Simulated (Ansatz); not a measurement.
The starting structures come from a database of crystals and need not be the phases stable at ambient conditions.

 Where the default PAW files enter, the runs use the earlier of Ansatz's two default sets.

Here is the system:

```
S2Si
1.0
    5.44805     0.00000     0.00000
    0.00000     5.44805     0.00000
    2.72402    -2.72402     4.33698
Si S
2 4
Cartesian
  2.72402   0.00000   2.16849
  0.00000   0.00000   0.00000
  6.98979  -1.36201   3.25273
  1.36201   1.18228   1.08424
  3.90630   1.36201   3.25273
  4.08603   4.26577   1.08424
```

Space group of this cell: I-42d. The cell is strained (lengths across the current scaled by 0.98, ions clamped); by r2SCAN its mean pressure is 4.2 GPa.

Transport runs along the normal of the first two printed cell vectors, the (001) (indices of the unstrained crystal) plane of the conventional cell.

No gap correction and no spin-orbit coupling; mid-gap values are interpolated between computed energies.

### Question
State the band gap and the smallest decay constant κ at mid-gap according to r2SCAN (Ansatz, a first-principles code).

### Answer
Gap 3.50 eV on a 8×8×8 mesh; κ = 0.339 1/Å, at the zone centre.
